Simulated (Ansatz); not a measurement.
Results of B3LYP (VWN-RPA form) (Ansatz, a quantum-chemistry and plane-wave program, PAW) for cubic perovskite CsCdF3.

Settings: plane-wave cutoff 460 eV, 6×6×6 k mesh, Fermi–Dirac smearing 0.01 eV, scalar-relativistic PAW data made under PBE.

Pressure at four volumes; x = ln(V/18.819 Å³). One pressure is withheld.

| V (Å³/atom) | x | P (GPa) |
|---|---|---|
| 17.878 | -0.0513 | ? |
| 18.510 | -0.0166 | 0.92 |
| 18.819 | 0.0000 | -0.04 |
| 19.760 | 0.0488 | -2.47 |

Problem. Pass a parabola P(x) through the three rows shown, estimate the bulk modulus and its pressure derivative near zero pressure, and predict the withheld pressure.

Solution. Slopes between the rows: (-0.04 − (0.92))/(0.0000 − (-0.0166)) = -57.83 and (-2.47 − (-0.04))/(0.0488 − (0.0000)) = -49.80 GPa. Their difference over the span 0.0654 is c = 8.03/0.0654 = 122.8 GPa, so P(x) = 0.92 + (-57.83)(x − (-0.0166)) + 122.8 (x − (-0.0166))(x − (0.0000)). At the middle row B = −dP/dx = −[-57.83 + 122.8 × 0.0166] = 55.8 GPa, and B′ = dB/dP = 2c/B = 4.4. At x = -0.0513 the parabola gives 3.15 GPa; the run gives 3.22 GPa. The Birch–Murnaghan fit to the energies at all volumes has B0 = 56.3 GPa and B′ = 4.9.

Note: the relaxation could not lower the start's symmetry, so the cell can be a saddle point above a distorted one.

Spin–orbit coupling is not included.
